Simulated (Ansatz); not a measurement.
## Lattice constant a of GaP (model structure, started from the litharge type, P4/nmm, No. 129, 4 atoms in the cell) at several levels of theory

No measured value is used here.

```tsv
level (code)	value (Å)
PBE (Ansatz)	?
PBEsol (Ansatz)	3.514
PBE-D3(BJ) (Ansatz)	3.513
```

Fill in the missing entries.


- PBE (Ansatz, a first-principles code), value (Å): 3.554

Ansatz's density-functional and Hartree–Fock values are scalar-relativistic unless marked +SOC, with PAW data made under PBE.

A model structure was made by putting elements into a prototype or built by hand; it is no filed structure, need not be a known phase, and can be a saddle point held by its symmetry.
